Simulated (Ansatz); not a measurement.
An Ansatz (a program for electronic structure) input for Ta(As,P) alloy cell Ta2AsP (NbAs type start):

Ansatz 0.2 input:
```yaml
crystal:
  lattice:
    - [1.696811957, -1.699792633, -5.822044075]
    - [-6.787247947, -0.000000022, -0.000000029]
    - [0.000000022, 6.799090954, 0.000023036]
  atoms:
    - { symbol: Ta, position: [0.005316649, 0.251329164, 0.761687955] }
    - { symbol: Ta, position: [0.005316683, 0.75132919, 0.761687942] }
    - { symbol: Ta, position: [-0.00527656, 0.248680842, 0.238732347] }
    - { symbol: Ta, position: [-0.005276596, 0.748680857, 0.238732312] }
    - { symbol: Ta, position: [0.497233574, 0.124308383, 0.889193715] }
    - { symbol: Ta, position: [0.49723356, 0.624308374, 0.889193691] }
    - { symbol: Ta, position: [0.502718916, 0.125679723, 0.36116299] }
    - { symbol: Ta, position: [0.502718998, 0.62567976, 0.361163021] }
    - { symbol: As, position: [0.167630988, 0.04190778, 0.538501267] }
    - { symbol: As, position: [0.167631017, 0.541907784, 0.538501318] }
    - { symbol: P, position: [0.164396914, 0.041099212, 0.043736214] }
    - { symbol: P, position: [0.164396903, 0.54109922, 0.043736242] }
    - { symbol: P, position: [0.668947012, 0.417236757, 0.166043841] }
    - { symbol: P, position: [0.668946984, 0.917236733, 0.166043821] }
    - { symbol: As, position: [0.663032521, 0.41575816, 0.666941698] }
    - { symbol: As, position: [0.663032428, 0.915758058, 0.666941621] }
basis:
  ecutwfc: 420
  ecutrho_ratio: 4
  xc_grid: 2
kpoints:
  mp_grid: { grid: [5, 5, 5] }
hamiltonian:
  xc: pbe
  dispersion: none
  pseudopotentials: { kind: paw }
scf:
  n_extra_bands: 29
  occupations: { method: fermi_dirac, width: 0.05 }
output:
  forces: true
  stress: true
relax:
  f_tol: 0.03
  max_steps: 90
  cell: { stress_tol: 0.15 }
```

The numbers are results of PBE (plane waves to 420 eV, PAW; Ansatz), not measurements. Spin–orbit coupling is left out; the runs are not spin-polarised. Its k-point mesh 5×5×5, Fermi–Dirac width 0.05 eV.

### Question
What does the end of the output print (band table and long remarks left out, numbers rounded to eight decimals)?

### Answer
```
SCF converged after 7 iterations
Free energy (F): -101917.319207 eV
Harris-Foulkes:  -101917.319207 eV  (|F-HF|=2.91e-11)
Internal energy: -101917.304132 eV  (E = F + TS)
E sigma→0 (E₀):  -101917.311669 eV
Entropy (-TS):   -0.015075 eV (-0.942 meV/atom)
Fermi energy:    16.393490 eV
--- Per-component energies (eV) ---
  E_band       = -1567.133299
  E_kinetic    = 3643.174235
  E_local      = -12123.044365  (includes V_loc(G=0)·N_el)
  E_nonlocal   = -2431.257475
  E_hartree    = 5784.638038
  E_xc         = -2323.821781
  E_vxc        = -2210.987666  (∫ρ·V_xc dr)
  E_paw        = -76795.896036  (= ΣΔE_a)
  E_vpaw       = -14.295355  (= ΣTr[D̂ρ^β])
  E_aug_tail   = 0.001248  (compensation charges beyond the density's cutoff)
  E_ewald      = -17671.097995
  E_smearing   = -0.015075  (= −TS)
  E_closure    = 0.000000  (closes the sum)
  Σ components = -101917.319207   (vs F -101917.319207, Δ=0.00e0)
--- Forces (eV/Å), atoms counted from 1 ---
  atom   1  Ta     0.00032239    -0.00406558    -0.00011373
  atom   2  Ta     0.00032239    -0.00406558    -0.00011373
  atom   3  Ta     0.00034218    -0.00148339     0.00248729
  atom   4  Ta     0.00034218    -0.00148339     0.00248729
  atom   5  Ta     0.00017522    -0.00456148     0.00383418
  atom   6  Ta     0.00017522    -0.00456148     0.00383418
  atom   7  Ta     0.00015652     0.00056549     0.00413001
  atom   8  Ta     0.00015652     0.00056549     0.00413001
  atom   9  As    -0.00016693     0.00534784     0.00315089
  atom  10  As    -0.00016693     0.00534784     0.00315089
  atom  11  P     -0.00045416    -0.00089098    -0.00476093
  atom  12  P     -0.00045416    -0.00089098    -0.00476093
  atom  13  P     -0.00024135     0.00356054    -0.00670419
  atom  14  P     -0.00024135     0.00356054    -0.00670419
  atom  15  As    -0.00013387     0.00152753    -0.00202347
  atom  16  As    -0.00013387     0.00152753    -0.00202347
  max |Σ_I F_I| component: 1.00e-7 eV/Å
--- Stress (GPa, compression-positive) ---
        0.041039      -0.000059      -0.000112
       -0.000059       0.023729      -0.002184
       -0.000112      -0.002184       0.043169
  P = ⅓ Tr σ = 0.0360 GPa (0.360 kbar)
--- Relaxed structure (4 steps of the walk, 3 accepted, 2 SCFs on fresh bases) ---
  F+E_penalty+E_count = -101917.31920703 eV   max|allowed force component| = 6.704e-3 eV/Å   (the final SCF, on the basis selected at the relaxed cell)
  cell:  # Å, volume = 267.5188 Å³
    - [1.69659413, -1.69766576, -5.78002198]
    - [-6.78757945, 2.81535220e-6, -0.00035141]
    - [-2.81913351e-6, 6.81651054, -0.00754755]
  atoms:
    - { symbol: Ta, position: [0.00595109, 0.25146064, 0.76141122] }
    - { symbol: Ta, position: [0.00595109, 0.75146064, 0.76141122] }
    - { symbol: Ta, position: [-0.00415811, 0.24892503, 0.24034557] }
    - { symbol: Ta, position: [-0.00415811, 0.74892503, 0.24034557] }
    - { symbol: Ta, position: [0.49882020, 0.12473258, 0.88635160] }
    - { symbol: Ta, position: [0.49882020, 0.62473258, 0.88635160] }
    - { symbol: Ta, position: [0.50135966, 0.12537344, 0.36295778] }
    - { symbol: Ta, position: [0.50135966, 0.62537344, 0.36295778] }
    - { symbol: As, position: [0.16589750, 0.04145248, 0.54004262] }
    - { symbol: As, position: [0.16589750, 0.54145248, 0.54004262] }
    - { symbol: P, position: [0.16560111, 0.04138923, 0.04322735] }
    - { symbol: P, position: [0.16560111, 0.54138923, 0.04322735] }
    - { symbol: P, position: [0.66646419, 0.41663207, 0.16544525] }
    - { symbol: P, position: [0.66646419, 0.91663207, 0.16544525] }
    - { symbol: As, position: [0.66406436, 0.41603452, 0.66621860] }
    - { symbol: As, position: [0.66406436, 0.91603452, 0.66621860] }
```

Cost: roughly 9 core-minutes.
